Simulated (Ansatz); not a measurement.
Electronic density of states of amorphous C$_{44}$W$_{12}$, density 6.47 g/cm³, on a 2×2×2 Γ-centred mesh with a Gaussian width of 0.1 eV; energies count from the Fermi level. Cell and mesh are small, so fine structure isn't converged. Method: PBE, scalar-relativistic without spin-orbit coupling (plane waves to 420 eV, PAW; Ansatz, a quantum-chemistry and plane-wave program). Sampling: a 2×2×2 Γ-centred mesh; Fermi-Dirac width 0.05 eV; no spin polarisation. The levels at the Fermi energy are partly filled. A closed spacing in one fast-quenched cell at PBE doesn't show the material to be a metal.

It comes from a melt-quench run on a machine-learned potential (CHGNet), relaxed afterwards by DFT. The hot cell started wider than the set density and was brought back towards it in steps. It is the lowest in DFT energy of 2 quenches. It is a model cell: composition and starting density were chosen by hand, and all elements were melted together. No dispersion term was used. Its density started from a set value of 6.30 and ended at 6.47 g/cm³. The simulated quench (nominally 990 K/ps over its main leg) is rapid and tends to freeze in more defects than a deposited or slowly cooled glass has. A cell of this size samples the disorder only roughly. The volume was free in the relaxation, at fixed shape. Stress components on the final sampling reach 1.8 GPa. On a 2×2×2 Γ-centred mesh force components of up to 0.29 eV/Å stay, since the relaxation ran on one k-point at (1/4, 1/4, 1/4).

| E - EF (eV) | states/(eV atom) |
|---|---|
| -12.00 | 0.01 |
| -11.90 | 0.00 |
| -11.80 | 0.02 |
| -11.70 | 0.11 |
| -11.60 | 0.15 |
| -11.50 | 0.09 |
| -11.40 | 0.15 |
| -11.30 | 0.28 |
| -11.20 | 0.33 |
| -11.10 | 0.24 |
| -11.00 | 0.08 |
| -10.90 | 0.12 |
| -10.80 | 0.17 |
| -10.70 | 0.09 |
| -10.60 | 0.13 |
| -10.50 | 0.15 |
| -10.40 | 0.13 |
| -10.30 | 0.25 |
| -10.20 | 0.27 |
| -10.10 | 0.10 |
| -10.00 | 0.01 |
| -9.90 | 0.00 |
| -9.80 | 0.01 |
| -9.70 | 0.05 |
| -9.60 | 0.16 |
| -9.50 | 0.25 |
| -9.40 | 0.20 |
| -9.30 | 0.16 |
| -9.20 | 0.18 |
| -9.10 | 0.18 |
| -9.00 | 0.19 |
| -8.90 | 0.14 |
| -8.80 | 0.09 |
| -8.70 | 0.12 |
| -8.60 | 0.20 |
| -8.50 | 0.15 |
| -8.40 | 0.07 |
| -8.30 | 0.13 |
| -8.20 | 0.22 |
| -8.10 | 0.26 |
| -8.00 | 0.27 |
| -7.90 | 0.22 |
| -7.80 | 0.22 |
| -7.70 | 0.30 |
| -7.60 | 0.30 |
| -7.50 | 0.22 |
| -7.40 | 0.24 |
| -7.30 | 0.34 |
| -7.20 | 0.35 |
| -7.10 | 0.35 |
| -7.00 | 0.40 |
| -6.90 | 0.47 |
| -6.80 | 0.41 |
| -6.70 | 0.34 |
| -6.60 | 0.38 |
| -6.50 | 0.42 |
| -6.40 | 0.42 |
| -6.30 | 0.46 |
| -6.20 | 0.49 |
| -6.10 | 0.47 |
| -6.00 | 0.43 |
| -5.90 | 0.41 |
| -5.80 | 0.41 |
| -5.70 | 0.42 |
| -5.60 | 0.41 |
| -5.50 | 0.40 |
| -5.40 | 0.40 |
| -5.30 | 0.42 |
| -5.20 | 0.44 |
| -5.10 | 0.41 |
| -5.00 | 0.37 |
| -4.90 | 0.39 |
| -4.80 | 0.42 |
| -4.70 | 0.37 |
| -4.60 | 0.36 |
| -4.50 | 0.41 |
| -4.40 | 0.47 |
| -4.30 | 0.48 |
| -4.20 | 0.41 |
| -4.10 | 0.40 |
| -4.00 | 0.42 |
| -3.90 | 0.36 |
| -3.80 | 0.41 |
| -3.70 | 0.41 |
| -3.60 | 0.41 |
| -3.50 | 0.42 |
| -3.40 | 0.41 |
| -3.30 | 0.43 |
| -3.20 | 0.42 |
| -3.10 | 0.38 |
| -3.00 | 0.33 |
| -2.90 | 0.34 |
| -2.80 | 0.41 |
| -2.70 | 0.42 |
| -2.60 | 0.36 |
| -2.50 | 0.37 |
| -2.40 | 0.38 |
| -2.30 | 0.43 |
| -2.20 | 0.49 |
| -2.10 | 0.47 |
| -2.00 | 0.38 |
| -1.90 | 0.33 |
| -1.80 | 0.38 |
| -1.70 | 0.37 |
| -1.60 | 0.33 |
| -1.50 | 0.34 |
| -1.40 | 0.34 |
| -1.30 | 0.30 |
| -1.20 | 0.29 |
| -1.10 | 0.30 |
| -1.00 | 0.30 |
| -0.90 | 0.31 |
| -0.80 | 0.27 |
| -0.70 | 0.28 |
| -0.60 | 0.26 |
| -0.50 | 0.27 |
| -0.40 | 0.24 |
| -0.30 | 0.19 |
| -0.20 | 0.20 |
| -0.10 | 0.23 |
| 0.00 | 0.24 |
| 0.10 | 0.22 |
| 0.20 | 0.24 |
| 0.30 | 0.28 |
| 0.40 | 0.30 |
| 0.50 | 0.30 |
| 0.60 | 0.27 |
| 0.70 | 0.33 |
| 0.80 | 0.38 |
| 0.90 | 0.37 |
| 1.00 | 0.34 |
| 1.10 | 0.38 |
| 1.20 | 0.39 |
| 1.30 | 0.37 |
| 1.40 | 0.30 |
| 1.50 | 0.26 |
| 1.60 | 0.26 |
| 1.70 | 0.29 |
| 1.80 | 0.34 |
| 1.90 | 0.42 |
| 2.00 | 0.44 |
| 2.10 | 0.42 |
| 2.20 | 0.40 |
| 2.30 | 0.38 |
| 2.40 | 0.45 |
| 2.50 | 0.48 |
| 2.60 | 0.41 |
| 2.70 | 0.42 |
